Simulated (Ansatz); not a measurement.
What pressure 3 GPa does to SiC

The reference is SiC in the wurtzite structure (space group P6_3mc, No. 186; a = 3.0919 Å, c = 5.0742 Å).

The change: cell and atoms relaxed at a pressure of 3 GPa.

The values are results of Ansatz (a quantum-chemistry and plane-wave program) PBE, spin-orbit coupling left out, earlier PAW set, not measurements. Settings: 12×12×7 k-points, 0.05 eV Fermi–Dirac smearing.

```tsv
quantity	base	changed	shift
volume per atom	10.50 Å³	10.36 Å³	-0.14 Å³
density	3.17 g/cm³	3.21 g/cm³	+0.04 g/cm³
lattice parameter a	3.092 Å	3.078 Å	-0.014 Å
c/a ratio	1.641	1.641	0.000
enthalpy H = E + PV relative to the base's energy	–	+0.20 eV/atom	–
band gap	2.31 eV	2.28 eV	-0.025 eV
gap character	indirect, Γ → K	indirect, Γ → K	–
width of the top valence band	3.85 eV	3.89 eV	+0.04 eV
electron mass	0.27 mₑ along c, 0.44 mₑ across (at K)	0.26 mₑ along c, 0.44 mₑ across (at K)	–
valence-band top at Γ (three highest levels, from the VBM)	0.00, 0.00, -0.11 eV	0.00, 0.00, -0.11 eV	–
```

Cost of the whole job for the changed cell (relaxation, final SCF and bands): very roughly 25 core-seconds.

Load acts through the strain it causes; cell and atoms are relaxed under it. Masses are band curvatures over ±0.01 Å⁻¹ around the edge. Stability against distortions was not tested.
